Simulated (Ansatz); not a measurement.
H interstitial started on C in diamond (start: bound to C, open side; 64-site cell, 2×2×2 shifted sampling). The numbers are results of PBE, PAW (plane waves to 420 eV; Ansatz, a program for electronic structure), not measurements. Total energies of the localised charge states, counted from that of charge +1, and their image corrections (point charge with alignment); the host's valence-band maximum lies at 13.244 eV on the cells' energy zero and its gap is 4.13 eV.

```csv
charge,moment (μB),E − E(first) (eV),correction (eV)
+1,not spin-polarised,0.000,0.472
0,1.0,14.797,0.000
−1,not spin-polarised,30.857,0.359
```

Derive the transition levels above the valence-band maximum and say which of them are thermodynamic.

A level is the Fermi energy at which two charges have equal formation energy: ε(q/q′) = [E(q′) + corr(q′) − E(q) − corr(q)] / (q − q′) − E_VBM.
ε(+1/0) = [(14.797 + 0.000) − (0.000 + 0.472)] / 1 − 13.244 = 1.08 eV
ε(0/−1) = [(30.857 + 0.359) − (14.797 + 0.000)] / 1 − 13.244 = 3.17 eV
Thermodynamic levels at least 0.1 eV inside the gap: (+1/0) at 1.08 eV; (0/−1) at 3.17 eV. They hold to tenths of an eV in this cell. Only the charges listed were compared. The geometries come from one start.
